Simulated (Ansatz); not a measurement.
Consider CsPbCl₃ in the cubic perovskite structure (space group Pm-3m, No. 221; a = 5.6188 Å). Axes: x, y, z lie along the cube axes.

The values are results of DFT with PBEsol, PAW potentials and a 420 eV plane-wave cutoff in Ansatz (an electronic-structure program), no spin-orbit coupling, earlier PAW set, not measurements.

It is then changed as follows: an isotropic linear strain of −1.23 %; the atoms relax in the strained cell.

### Question
Predict the stress tensor and what it implies for the stiffness.

### Answer
Stress of the strained cell less that of the base (GPa, compression positive):
```
   1.01    0.00    0.00
   0.00    1.01    0.00
   0.00    0.00    1.01
```

Then B = −ΔP/(ΔV/V₀) with ΔV/V₀ = -0.0364 gives secant stiffness values (nonlinear terms included at this strain): B ≈ 28 GPa.

No phonon test of stability was made. Many cubic perovskites are stable only at high temperature; tilts and polar distortions were not tested. This is not the structure that CsPbCl3 has at room temperature and ambient pressure.
